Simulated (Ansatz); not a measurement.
## Converging the k-point mesh at a smearing width of 0.05 eV: FeAl (P4mm, 2 atoms in the cell)

```
FeAl
1.0
    2.91873     0.00000     0.00000
    0.00000     2.91873     0.00000
    0.00000     0.00000     2.91873
Al Fe
1 1
Cartesian
  1.45937   1.45937   1.50937
  0.00000   0.00000   0.00000
```

Method of the run: LDA (PW92), default PAW files made with PBE (plane waves; Ansatz, a program for electronic structure).

Base settings: basis.ecutwfc = 420 eV; kpoints.mp_grid.grid = 11 11 11; hamiltonian.xc = lda; hamiltonian.pseudopotentials = {kind: paw} (the program's default PAW files); scf.occupations.method = fermi_dirac; scf.occupations.width = 0.1 eV.

In this ladder: scf.occupations.width = 0.05 eV.

The second cell is the first with its lattice scaled by 0.98.

Only quantities that move along the ladder and can be compared are tabulated.

The count of work is k-points × plane waves × bands × iterations; it is no time. 

The starting cell has typed, rounded lattice constants, without a prior relaxation at this level. Its lattice was rescaled by up to half a per cent. One atom was moved a little off its site on purpose. Spin polarisation is off. In the base run, with a pressure of about -18 GPa the cell is away from its equilibrium volume at this level. Ansatz's pressure includes its estimate of the finite-basis (Pulay) stress.

Steps (kpoints.mp_grid.grid): 4 4 4; 5 5 5; 6 6 6; 7 7 7; 8 8 8; 10 10 10; 12 12 12; 15 15 15; 18 18 18; 22 22 22; 27 27 27.

Question: What is the coarsest kpoints.mp_grid.grid that holds the pressure within 0.5 GPa of the last step, with all finer ones?

Answer: 6 6 6, at 0.027 of the last step's count of work; the step before is off by 0.74 GPa.

Question: What is the coarsest kpoints.mp_grid.grid that holds the energy of the compressed cell less the first within 0.2 meV/atom of the last step, with all finer ones?

Answer: 15 15 15, at 0.20 of the last step's count of work; the step before is off by 0.25 meV/atom.

Question: What is the coarsest kpoints.mp_grid.grid that holds the free energy within 1 meV/atom of the last step, with all finer ones?

Answer: 15 15 15, at 0.20 of the last step's count of work; the step before is off by 2.0 meV/atom.

| kpoints.mp_grid.grid | free energy less the last step's (meV/atom) | energy of the compressed cell less the first (meV/atom) | pressure (GPa) | count of work / last |
|---|---|---|---|---|
| 4 4 4 | -48.50 | -68.98 | -19.17 | 0.012 |
| 5 5 5 | 29.48 | -60.40 | -17.44 | 0.012 |
| 6 6 6 | -3.63 | -64.61 | -18.28 | 0.027 |
| 7 7 7 | -3.15 | -64.36 | -18.24 | 0.027 |
| 8 8 8 | 8.52 | -63.14 | -17.98 | 0.051 |
| 10 10 10 | 0.03 | -64.03 | -18.17 | 0.086 |
| 12 12 12 | -1.97 | -64.33 | -18.23 | 0.13 |
| 15 15 15 | -0.52 | -64.14 | -18.19 | 0.20 |
| 18 18 18 | -0.21 | -64.10 | -18.18 | 0.37 |
| 22 22 22 | 0.08 | -64.08 | -18.17 | 0.64 |
| 27 27 27 | 0.00 | -64.08 | -18.17 | 1.0 |

The energy difference between the two cells stays within 1 meV/atom of the last step's from 6 6 6 on, the total only from 15 15 15 on: much of the error is common to both cells and cancels.

Keys are those of Ansatz 0.2.
